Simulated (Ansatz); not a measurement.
The parent structure is GaSb in the rock salt structure (space group Fm-3m, No. 225; a = 5.6967 Å; a hypothetical phase, not in the database extracts checked).

Computed with PBEsol in Ansatz (plane waves to 420 eV, PAW, no spin-orbit coupling).

Base values:

| Quantity | Result |
|---|---|
| Lattice parameter a | 5.697 Å |

Perturbation: a negative pressure, −2 GPa.

Q: Estimate the effect on the lattice parameter a.

A: The lattice parameter a goes up by 0.065 Å to 5.762 Å.

Load acts through the strain it causes; cell and atoms are relaxed under it. Stability against distortions was not tested. The final runs are not spin-polarised.

Ansatz is a first-principles code.
